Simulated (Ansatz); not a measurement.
The parent structure is Ti in the hcp (Mg type) structure (space group P6_3/mmc, No. 194; a = 2.940 Å, c = 4.654 Å; relaxed with 0.1 eV smearing).

Method: PBE/PAW in Ansatz (an electronic-structure program), spin-orbit coupling left out.

Before the change:

The pressure is 0.0 GPa.

Now apply this change: every lattice vector is stretched by 2.00 %, atoms relaxed at fixed cell.

**Question.** Predict the new energy relative to the base.

**Answer.** The energy increases by 21 meV/atom.

**Question.** Predict the new pressure.

**Answer.** The pressure (mean of the normal stresses, compression positive) goes from zero to -5.9 GPa.

The cells carry an imposed strain or load. No phonon test of stability was made. All final runs are without spin polarisation.
